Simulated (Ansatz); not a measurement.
## BiP (model structure, Fm-3m, No. 225, 2 atoms in the cell)

All values below come from LDA (plane waves, PAW; Ansatz, a quantum-chemistry and plane-wave program).

Numerical settings: plane-wave cutoff 520 eV, 16×16×16 k mesh, Fermi–Dirac smearing 0.05 eV, scalar-relativistic PAW data made under PBE.

Cell (relaxed at this level):

BiP is taken in the cubic space group Fm-3m (No. 225), the rock salt structure, Pearson symbol cF8. Cell: a = b = c = 5.733 Å, α = β = γ = 90.00°. Bi on 4a sees 6 P at 2.867 Å (octahedral). P on 4b sees 6 Bi at 2.867 Å (octahedral). (Neighbours: up to the widest gap in distance over summed covalent radii, below 1.35, at either atom; cation-cation and far metal-metal contacts left out.)
(The calculation used a cell of 2 atoms; values per cell refer to that cell.)

For BiP (model structure, Fm-3m, No. 225, 2 atoms in the cell), the band gap comes out as zero (no gap) and the bulk modulus B0 is 82.2 GPa.

Note: the bulk modulus is −V dP/dV from two relaxed cells at ±2 % in volume; the relaxation could raise the start's symmetry but not lower it, so the cell can be a saddle point.

Spin–orbit coupling is not included; it can open a gap where bands touch, and shift volumes and moduli.

The computed numbers hold no vibrational or temperature effects.

Computing time: roughly 40 core-seconds.

A model structure was made by putting elements into a prototype or built by hand; it is no filed structure, need not be a known phase, and can be a saddle point held by its symmetry.
